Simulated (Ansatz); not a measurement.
Take PbTe in the rock salt structure (space group Fm-3m, No. 225) as the base.

```
CELL_PARAMETERS angstrom
      0.00000     3.28470     3.28470
      3.28470     0.00000     3.28470
      3.28470     3.28470     0.00000
ATOMIC_POSITIONS crystal
  Te 0.00000 0.00000 0.00000
  Pb 0.50000 0.50000 0.50000
```

Level of theory: Ansatz (a first-principles code), PBE, PAW, cutoff 420 eV, without spin-orbit coupling, earlier PAW set.

For the base:

```
Item        Value
--------  -------
Band gap  0.83 eV
```

It is then changed as follows: an isotropic linear strain of +3.97 %, atoms relaxed at fixed cell.

Question: How does this affect the energy relative to the base and band gap?

Answer: The energy goes up by 53 meV/atom; the band gap rises by 0.165 eV, from 0.83 eV to 1.00 eV.

With Pb and Te present, leaving out spin-orbit coupling can change the band edges. No phonon test of stability was made.
